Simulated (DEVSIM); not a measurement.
Structure: Si n-i-p diode, at 300 K.

| layer (left to right) | material | thickness (μm) | Nd (cm⁻³) | Na (cm⁻³) | τn (s) | τp (s) |
|---|---|---|---|---|---|---|
| 1 | Si | 0.740 | 4.1e17 | - | 2.8e-7 | 2.8e-7 |
| 2 | Si | 8.00 | - | 8.6e11 | 2.8e-7 | 2.8e-7 |
| 3 | Si | 4.70 | - | 1.6e18 | 2.8e-7 | 2.8e-7 |

Left contact: ohmic. Right contact: ohmic. Voltage is applied to the left contact. Recombination: SRH at mid-gap, Auger. Mobility is constant in doping.

Constants are typed, rounded textbook-type inputs, not results; the design itself was drawn at random and stands for no fabricated device. Values at 300 K.

| parameter | Si |
|---|---|
| gap (eV) | 1.124 |
| affinity (eV) | 4.05 |
| permittivity | 11.7 |
| Nc (cm⁻³) | 2.86e19 |
| Nv (cm⁻³) | 3.1e19 |
| μn (cm²/Vs) | 1417 |
| μp (cm²/Vs) | 470 |
| Cn (cm⁶/s) | 2.8e-31 |
| Cp (cm⁶/s) | 9.9e-32 |

Simulated with DEVSIM: 1D drift-diffusion, Boltzmann statistics, complete ionisation; no tunnelling, impact ionisation, image-force lowering or self-heating.

The thickness of layer 3 was swept, all else fixed.

| thickness of layer 3 (μm) | dark forward voltage at 100 A/cm² (V) | dark forward voltage at 1 A/cm² (V) |
|---|---|---|
| 0.94 | 0.780 | 0.633 |
| 1.6 | 0.786 | 0.637 |
| 2.8 | 0.791 | 0.639 |
| 4.7 | 0.794 | 0.640 |
| 8 | 0.797 | 0.641 |
| 14 | 0.799 | 0.641 |
| 24 | 0.800 | 0.642 |

From the first row to the last the dark forward voltage at 100 A/cm² goes from 0.780 to 0.800. From the first row to the last the dark forward voltage at 1 A/cm² goes from 0.633 to 0.642.
